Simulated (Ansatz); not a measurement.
Results of PBE (PAW; Ansatz, a quantum-chemistry and plane-wave program) for PtAg (model structure, P4/mmm, No. 123, 2 atoms in the cell).

Run with plane-wave cutoff 520 eV, no spin polarisation, scalar-relativistic PAW data made under PBE.

Cell (relaxed at this level):

```cif
data_AgPt
_chemical_formula_sum 'Ag1 Pt1'
_space_group_name_H-M_alt 'P 1'
_space_group_IT_number 1
_cell_length_a 2.79084
_cell_length_b 2.79084
_cell_length_c 4.25461
_cell_angle_alpha 90.000
_cell_angle_beta 90.000
_cell_angle_gamma 90.000
loop_
_space_group_symop_operation_xyz
  'x, y, z'
loop_
_atom_site_label
_atom_site_type_symbol
_atom_site_fract_x
_atom_site_fract_y
_atom_site_fract_z
_atom_site_occupancy
Ag1 Ag 0.00000 0.00000 0.00000 1
Pt1 Pt 0.50000 0.50000 0.50000 1
```

Task: What does this level give for the bulk modulus?

Result: 
- bulk modulus: 155 GPa

Note: the bulk modulus is −V dP/dV from two relaxed cells at ±2 % in volume; the relaxation could raise the start's symmetry but not lower it, so the cell can be a saddle point.

Spin–orbit coupling is not included.

Computed values are for the static lattice.

Computing time: roughly 120 core-seconds.

A model structure was made by putting elements into a prototype or built by hand; it is no filed structure, need not be a known phase, and can be a saddle point held by its symmetry.
